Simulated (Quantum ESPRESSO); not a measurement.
Quantum ESPRESSO run on Yb (Fm-3m, 1 atom in the cell): self-consistent single point.

Computed with PBE, SSSP 1.1.2 efficiency (PBE) pseudopotentials (plane waves; Quantum ESPRESSO).

```
CELL_PARAMETERS angstrom
      0.00000     2.72463     2.72463
      2.72463     0.00000     2.72463
      2.72463     2.72463     0.00000
ATOMIC_POSITIONS crystal
  Yb 0.00000 0.00000 0.00000
```

Reference input (self-consistent single point, DFT, PBE, plane waves, SSSP 1.1.2 efficiency (PBE) pseudopotentials): ecutwfc = 50 Ry; ecutrho = 400 Ry; occupations = smearing; smearing = fermi-dirac; degauss = 0.0073499 Ry; potentials = {Yb: Yb.GGA-PBE-paw-v1.0.UPF}; K_POINTS = automatic 10 10 10 0 0 0; conv_thr = 1e-10 Ry; mixing_beta = 0.7. This run's input differs from it in these lines:

```diff
@@ -27,3 +27,3 @@
 K_POINTS {automatic}
-10 10 10  0 0 0
+5 5 5  0 0 0
 CELL_PARAMETERS {angstrom}
```

The program printed (abridged):

```
     Self-consistent Calculation

     iteration #  1     ecut=    50.00 Ry     beta= 0.70

     total energy              =   -1010.69905890 Ry
     estimated scf accuracy    <       0.33272146 Ry

     iteration #  2     ecut=    50.00 Ry     beta= 0.70

     total energy              =   -1006.02072787 Ry
     estimated scf accuracy    <      48.89446190 Ry

     iteration #  3     ecut=    50.00 Ry     beta= 0.70

     total energy              =   -1011.13828563 Ry
     estimated scf accuracy    <       0.19552530 Ry

   [... 45 blocks of this kind left out ...]

     iteration # 49     ecut=    50.00 Ry     beta= 0.70

     total energy              =   -1011.10570316 Ry
     estimated scf accuracy    <          5.7E-10 Ry

     iteration # 50     ecut=    50.00 Ry     beta= 0.70
     End of self-consistent calculation

     the Fermi energy is     9.8400 ev

!    total energy              =   -1011.10570316 Ry
     estimated scf accuracy    <          6.7E-11 Ry
     smearing contrib. (-TS)   =      -0.00731680 Ry
     internal energy E=F+TS    =   -1011.09838637 Ry

     convergence has been achieved in  50 iterations

     Forces acting on atoms (cartesian axes, Ry/au):

     atom    1 type  1   force =     0.00000000    0.00000000    0.00000000

     Total force =     0.000000     Total SCF correction =     0.000000

          total   stress  (Ry/bohr**3)                   (kbar)     P=      -25.20
  -0.00017129  -0.00000000  -0.00000000          -25.20       -0.00       -0.00
  -0.00000000  -0.00017129  -0.00000000           -0.00      -25.20       -0.00
  -0.00000000  -0.00000000  -0.00017129           -0.00       -0.00      -25.20

   JOB DONE.
```

The run converged in 50 iterations. Against the reference run the free energy falls by 16.7 meV/atom and the pressure goes from -2.67 to -2.52 GPa. The full log also holds: “c_bands:  1 eigenvalues not converged”.

The starting cell comes from a database of computed structures (which also holds hypothetical and non-ambient phases and stackings), without a prior relaxation at this level. Spin-orbit coupling is off. Spin polarisation is off.

Cost on one core of a shared machine: roughly 90 s.
